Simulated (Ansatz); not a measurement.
An Ansatz (an electronic-structure program) run: Zr with a change (uniaxial strain ε_xx = +2.50 %); LDA (Ansatz, PAW, scalar-relativistic without spin-orbit coupling).

Input:

Ansatz 0.2 input:
```yaml
crystal:
  lattice:
    - [3.2223677615, 0, 0]
    - [-1.6111838808, 2.7225876505, 0]
    - [0, 0, 5.0928395014]
  atoms:
    - { symbol: Zr, position: [0.6666666667, 0.3333333333, 0.75] }
    - { symbol: Zr, position: [0.3333333333, 0.6666666667, 0.25] }
basis: { ecutwfc: 420, ecutrho_ratio: 4, xc_grid: 2, fft_grid_basis: typed }
kpoints: { mp_grid: { grid: [21, 21, 12] } }
hamiltonian:
  xc: lda
  dispersion: none
  pseudopotentials: { kind: paw }
scf: { occupations: { method: fermi_dirac, width: 0.1 }, convergence: { dr2_threshold: 0.0000000002 } }
relax: { f_tol: 0.005, max_steps: 50 }
output: { forces: true, stress: true }
checkpoint: { write: state.ck, write_every: 1000 }
```

Output (explanatory and most iteration lines left out):

```
Relaxation: its limit of steps is 50 (relax.max_steps)
Pseudopotential: Zr, paw, valence charge 12
Crystal: 2 atoms, lattice volume = 44.680 Å³
Basis set: ecut = 420 eV, 877 PW (Γ), exchange–correlation on 48×48×72 points (8 copies of the dense FFT grid, shifted against one another)
Bands: 16, of which v1, the nominal top of the filled ones, is band 12 counted from 1 (11 counted from 0)
Symmetry: 8 space group operations
Space group: Cmcm (ITA 63), of the structure as read, at distance tolerance 3.5e-5 Å
k-points: 847 of 5292
Functional: x = slater, c = lda
SCF iter   1: F=—  HF=-8154.949658 eV  |F-HF|=—  |Δ(HF+E_count)|=         —  Δρ=5.53e-3  dr2=4.02e-3  ethr=1.77e-3  ⟨swp⟩=4.8  Hψ=57684  notcnv=0
SCF iter   2: F=—  HF=-8154.948637 eV  |F-HF|=—  |Δ(HF+E_count)|=   1.02e-3  Δρ=3.15e-3  dr2=1.44e-3  ethr=1.68e-5  ⟨swp⟩=2.0  Hψ=27917  notcnv=0
SCF 1 converged in 7 iterations: F = -8154.948674 eV  dr2 = 1.84e-10
relax step   1: F+E_penalty+E_count = -8154.94867420 eV  Δ(F+E_penalty+E_count) = +0.000e0 eV  max|allowed force component| = 4.525e-2 eV/Å  Δτ_max = 0.0000 Å  (7 SCF iters, accepted)
Crystal: 2 atoms, lattice volume = 44.680 Å³
SCF iter   1: F=—  HF=-8154.950153 eV  |F-HF|=—  |Δ(HF+E_count)|=         —  Δρ=1.09e-3  dr2=3.17e-4  ethr=1.26e-6  ⟨swp⟩=2.1  Hψ=54204  notcnv=0
SCF iter   2: F=—  HF=-8154.950059 eV  |F-HF|=—  |Δ(HF+E_count)|=   9.43e-5  Δρ=5.10e-4  dr2=3.47e-5  ethr=1.26e-6  ⟨swp⟩=2.5  Hψ=22033  notcnv=0
SCF 2 converged in 6 iterations: F = -8154.950053 eV  dr2 = 1.67e-12
relax step   2: F+E_penalty+E_count = -8154.95005340 eV  Δ(F+E_penalty+E_count) = -1.379e-3 eV  max|allowed force component| = 1.813e-2 eV/Å  Δτ_max = 0.0218 Å  (6 SCF iters, accepted)
Crystal: 2 atoms, lattice volume = 44.680 Å³
SCF iter   1: F=—  HF=-8154.950364 eV  |F-HF|=—  |Δ(HF+E_count)|=         —  Δρ=7.34e-4  dr2=1.43e-4  ethr=6.02e-6  ⟨swp⟩=3.9  Hψ=44684  notcnv=0
SCF iter   2: F=—  HF=-8154.950323 eV  |F-HF|=—  |Δ(HF+E_count)|=   4.13e-5  Δρ=3.43e-4  dr2=1.59e-5  ethr=5.97e-7  ⟨swp⟩=2.2  Hψ=26917  notcnv=0
SCF 3 converged in 6 iterations: F = -8154.950321 eV  dr2 = 1.71e-12
relax step   3: F+E_penalty+E_count = -8154.95032062 eV  Δ(F+E_penalty+E_count) = -2.672e-4 eV  max|allowed force component| = 9.225e-5 eV/Å  Δτ_max = 0.0147 Å  (6 SCF iters, accepted)
SCF converged after 6 iterations
Free energy (F): -8154.950321 eV
Internal energy: -8154.879143 eV  (E = F + TS)
E sigma→0 (E₀):  -8154.914732 eV
Entropy (-TS):   -0.071177 eV (-35.589 meV/atom)
Fermi energy:    14.367196 eV
--- Forces (eV/Å), atoms counted from 1 ---
  atom   1  Zr    -0.00000000     0.00009225     0.00000000
  atom   2  Zr     0.00000000    -0.00009225     0.00000000
--- Stress (GPa, compression-positive) ---
       -3.176398      -0.000000       0.000000
       -0.000000      -2.066040       0.000000
        0.000000       0.000000      -2.017143
  P = ⅓ Tr σ = -2.4199 GPa (-24.199 kbar)
--- Relaxed structure (3 steps of the walk, 3 accepted, 0 SCFs on fresh bases) ---
  atoms:
    - { symbol: Zr, position: [0.6733676618078775, 0.3467353236157548, 0.75] }
    - { symbol: Zr, position: [0.32663233819212256, 0.6532646763842451, 0.25] }
```

Whether these cells are dynamically stable was not tested. All final runs are without spin polarisation. The cell was made from Zr in the hcp (Mg type) structure (space group P6_3/mmc, No. 194) by this change: uniaxial strain ε_xx = +2.50 %.
